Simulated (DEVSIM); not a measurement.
Device: illuminated Si n-on-p cell, one wavelength, at 300 K.

Layer 1 from the left is Si, thickness (μm) 0.310, Nd (cm⁻³) 2.2e18, τn (s) 5.8e-7, τp (s) 5.8e-6, absorption coefficient (cm⁻¹) 1700. Layer 2 from the left is Si, thickness (μm) 240, Na (cm⁻³) 2.1e17, τn (s) 2.9e-5, τp (s) 2.9e-5, absorption coefficient (cm⁻¹) 1700.

Left contact: ohmic, minority hole recombination velocity 8e6 cm/s. Right contact: ohmic, minority electron recombination velocity 60 cm/s. Voltage is applied to the left contact. Recombination: SRH at mid-gap, radiative, Auger. Light enters at the left, 5.4e17 photons cm⁻² s⁻¹, one pass, no reflection. Mobility is μmin + (μ − μmin)/(1 + (N/Nref)^α).

The device is made up for the run: typed textbook-type constants, with dimensions and the other settings drawn at random. Values at 300 K.

Si: gap (eV) 1.124, affinity (eV) 4.05, permittivity 11.7, Nc (cm⁻³) 2.86e19, Nv (cm⁻³) 3.1e19, μn (cm²/Vs) 1417, μp (cm²/Vs) 470, μn,min 52, μp,min 45, Nref,n 9.7e16, Nref,p 2.2e17, αn 0.68, αp 0.72, B (cm³/s) 4.7e-15, Cn (cm⁶/s) 2.8e-31, Cp (cm⁶/s) 9.9e-32.

Model (solved in DEVSIM): 1D drift-diffusion, Boltzmann statistics, complete ionisation; no tunnelling, impact ionisation, image-force lowering or self-heating.

Dark forward current:

```
|V| (V)  |J| (A/cm²)
-------  -----------
0.15       5.750e-10
0.20        2.788e-9
0.25        1.591e-8
0.30        1.007e-7
0.35        6.701e-7
0.40        4.561e-6
0.45        3.133e-5
0.50       0.0002160
0.55        0.001491
0.60         0.01029
0.65         0.07069
0.70          0.4694
0.75           2.622
0.80           9.480
0.85           22.45
0.90           42.89
0.95           73.75
1.00           116.0
1.05           168.4
1.10           229.7
1.15           299.1
1.20           376.0
1.25           460.0
1.30           550.9
1.35           648.4
1.40           752.2
```

Task: Work out the local ideality factor n = ΔV / (kT/q · ln(J2/J1)) between the rows 0.15 and 0.20 V, 0.50 and 0.55 V, 1.35 and 1.40 V.

Result: kT/q = 25.85 mV. From 0.15 to 0.20 V: ln(2.788e-9/5.750e-10) = 1.579, n = 1.23. From 0.50 to 0.55 V: ln(0.001491/0.0002160) = 1.932, n = 1.00, near the 1 of diffusion or emission over a barrier. From 1.35 to 1.40 V: ln(752.2/648.4) = 0.148, n = 13.03.

Task: What current could the absorbed light give at most, and what share is collected?

Result: Σ αd = 40.9, so qΦ(1 − exp(−Σ αd)) = 86.5 mA/cm². The simulated short-circuit current is 82.27 mA/cm², a share of 0.95.

Task: Estimate the open-circuit voltage by superposition: the voltage at which the dark current equals that short-circuit current.

Result: Interpolating ln J in the table gives 0.654 V. The simulation gives 0.654 V, the same within the digits that matter. Superposition holds where collection doesn't change with voltage.

Task: Estimate the fill factor from FF0 = (v − ln(v + 0.72))/(v + 1), v = qVoc/(nkT), with n from the dark curve.

Result: The rows about Voc, 0.65 and 0.70 V, give n = 1.02, so v = 24.8 and FF0 = 0.835. The simulation gives 0.839, the same within the digits that matter.
